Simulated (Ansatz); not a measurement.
Consider Si-vacancy pair (Si on one host Al site, one Al site vacant) in wurtzite AlN, charge state -2. The step: one Al atom jumps into the vacancy from a nearby Al site (Si-vacancy distance between ideal sites 3.09 → 5.40 Å); the atom moves 3.03 Å along (0.97, 0.00, 0.00) of the unit cell; the moving atom starts with neighbours N at 1.80, 2 N at 1.92, N at 1.94 Å and ends with N at 1.79, N at 1.91, N at 1.93, N at 1.96 Å. A PBE band in Ansatz (plane-wave PAW, the Γ point alone, 72 host sites, 27 SCF runs with any check of the saddle's order, static, no finite-size correction) gives a forward barrier of 2.39 eV. The saddle point's order was not checked. The charge state is imposed; whether it is stable for some Fermi level was not computed. Forms of the defect that were not tried may lie lower.

Single points at the band's start and saddle point can refine it. Rough cost of one point, in units of the band's mean SCF on the same machine:

```tsv
Level	Cost of one point
PBE, a 2×2×2 k-point mesh shifted by half a step along c	about 7
r2SCAN at 500 eV, the Γ point alone	about 4
```

Question: Which of these move the barrier by more than 0.1 eV, and how far does each move it?

Answer: PBE, a 2×2×2 k-point mesh shifted by half a step along c: -0.18 eV; r2SCAN at 500 eV, the Γ point alone: +0.26 eV. Each functional is compared with PBE at the same k-points.

Ansatz is an electronic-structure program.
